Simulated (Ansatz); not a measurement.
Base system: WC (space group P-6m2, No. 187; a = 2.884 Å, c = 2.812 Å; relaxed with 0.1 eV smearing). Axes: x lies along a and z along c of the hexagonal cell.

All numbers come from LDA, PAW, 420 eV (Ansatz, a program for electronic structure; no SOC).

The change: tensor shear ε_xz = +1.71 % (engineering shear γ = 0.0342); the atoms relax in the strained cell.

How does this affect the stress?

The stress (xx, yy, zz, yz, xz, xy; compression positive) amounts to (0.6, 0.4, 0.6, 0.0, -11.2, 0.0) GPa.

Estimate the effect on the energy relative to the base.

The energy increases by 12 meV/atom.

Whether these cells are dynamically stable was not tested. The final runs are not spin-polarised.
